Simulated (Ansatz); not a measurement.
SnO₂ (P4₂/mnm, No. 136, 12 atoms in the cell; start mp-1041584), treated with PBE0 in Ansatz (PAW).

Settings: plane-wave cutoff 460 eV, 6×6×6 k mesh, Fermi–Dirac smearing 0.01 eV, scalar-relativistic PAW data made under PBE.

Cell (relaxed with PBEsol):

```
CELL_PARAMETERS angstrom
     -3.21181     3.37250     3.37251
      3.21181    -3.37250     3.37251
      3.21181     3.37250    -3.37251
ATOMIC_POSITIONS crystal
  Sn 0.00000 0.25000 0.75000
  Sn 0.00000 0.75000 0.25000
  Sn 0.50000 0.50000 0.50000
  Sn 0.50000 0.00000 0.00000
  O  0.19372 0.19372 0.50000
  O  0.80628 0.80628 0.50000
  O  0.19372 0.69371 0.00000
  O  0.80628 0.30629 0.00000
  O  0.69372 0.75001 0.94372
  O  0.30628 0.24999 0.05628
  O  0.30629 0.75001 0.55628
  O  0.69371 0.24999 0.44372
```

### Question
What does this level give for the band gap?

### Answer

band gap: 3.46 eV (on the SCF k mesh)

Note: cell and atoms aren't relaxed at this level (largest force component 0.03 eV/Å, pressure -3.1 GPa).

Spin–orbit coupling is not included.

Static lattice: no zero-point or thermal effects.

A start named mp-… is a Materials Project structure, which need not be a measured phase.

Ansatz is a program for electronic structure.
